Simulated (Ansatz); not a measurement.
Base system: SiS2 in the 2H-MoS2 type structure (space group P6_3/mmc, No. 194; a = 3.210 Å, c = 11.767 Å; a hypothetical phase, not in the database extracts checked; layered, stacked along the Cartesian z axis).

All numbers come from PBE-D3(BJ), PAW, 420 eV (Ansatz, a program for electronic structure; no SOC).

Before the change:

| Property | Result |
|---|---|
| c/a ratio | 3.666 |
| Lattice parameter a | 3.210 Å |

Perturbation: a hydrostatic pressure of 30 GPa.

Q: What does the calculation give for the c/a ratio and lattice parameter a after the change?

A: The c/a ratio decreases by 0.399, from 3.666 to 3.267; the lattice parameter a falls by 0.192 Å, from 3.210 Å to 3.018 Å.

Load acts through the strain it causes; cell and atoms are relaxed under it. Stability against distortions was not tested. No other phases were tried under pressure. All final runs are without spin polarisation.
